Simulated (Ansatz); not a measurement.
Cs2AgBiBr6: energy against strain

Cs2AgBiBr6 (Fm-3m, 35.005 Å³/atom and stress up to 0.01 GPa in the relaxed cell) under an equal strain ε in the (001) plane with the normal axis free, as in a coherent film. PBEsol in Ansatz, a plane-wave DFT program (PAW, default set), 420 eV, 5×5×5 Γ-centred mesh, Fermi-Dirac smearing 0.05 eV; ions are relaxed, or left where forces stay under 0.02 eV/Å, within the symmetry of each cell.

Here s stands for strain and y for E less E0.

| strain (%) | E less E0 (meV/atom) |
|---|---|
| -3.00 | ? |
| -1.50 | 2.67 |
| -0.75 | 0.63 |
| 0.00 | 0.00 |
| 0.75 | 0.59 |
| 1.50 | 2.25 |

Taking a parabola for y over the 5 complete rows: Least squares gives y = -0.003 - 0.1173·s + 1.0946·s². Residuals (row less fit): 0.034, -0.071, 0.003, 0.065, -0.034; standard error 0.076 (degrees of freedom: 2). The quadratic coefficient over the volume, 1.0946 meV × 10⁴ × 0.1602 / 35.005 Å³, is the biaxial elastic modulus of this plane = 50 ± 2 GPa (± standard error of the fit, which holds the terms cut off).

Predict the withheld y at s = -3.00 from the fit, and compare with the calculation.

y = -0.003 - 0.1173 × (-3.00) + 1.0946 × (-3.00)² = 10.200 meV/atom. The calculation gives 11.76 meV/atom, 1.560 meV/atom above the prediction (13.3 % of the range of y in the table). The row lies outside the fitted rows, so this is an extrapolation. From the scatter of the fitted rows alone, a prediction at this place has a standard error of 0.312 meV/atom, so the miss is 5.0 times that.

A polynomial of degree 3 through the 8 other runs of the series gives 11.65 there, so most of the miss is curvature that the fit leaves out. The primitive cell can neither tilt nor turn polar against its symmetry, as such crystals can under strain. The start is a measured cell from the literature; how it stands against other phases or cation orders wasn't checked. Spin-orbit coupling is left out, which can shift these values for the heavy elements here. Rows are the converged runs of the series near zero and its far end; series whose fitted rows scatter by over a few per cent of the range, as at a crossing or softening among them, aren't shown in this form, nor equations of state whose B0' disagrees with the runs' pressures. Most that stay on the fit to the last digits aren't either.
